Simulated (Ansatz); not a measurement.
Start from SiO₂ (space group P3_221, No. 154).

```
CELL_PARAMETERS angstrom
      5.02211     0.00000     0.00000
     -2.51105     4.34927     0.00000
      0.00000     0.00000     5.51028
ATOMIC_POSITIONS crystal
  Si 0.47673 0.47673 0.00000
  Si 0.52327 0.00000 0.66667
  Si 0.00000 0.52327 0.33333
  O  0.41453 0.15915 0.87178
  O  0.84085 0.25538 0.53845
  O  0.15915 0.41453 0.12822
  O  0.58547 0.74462 0.79488
  O  0.25538 0.84085 0.46155
  O  0.74462 0.58547 0.20512
```

Cartesian axes are those of the cell as printed.

All numbers come from PBE (Ansatz, a program for electronic structure; PAW; 420 eV plane waves; scalar-relativistic without spin-orbit coupling).

The change: uniaxial strain ε_zz = +3.00 %, all other strain components held at zero; the atoms relax in the strained cell.

**Question.** Predict the stress tensor and what it implies for the stiffness.

**Answer.** Stress of the strained cell less that of the base (GPa, compression positive):
```
  -0.16    0.00    0.00
   0.00   -0.16    0.00
   0.00    0.00   -2.58
```

Then −Δσ_ii/ε with ε = 0.0300 gives secant stiffness values (nonlinear terms included at this strain): C33 ≈ 86 GPa.

Stability against distortions was not tested.
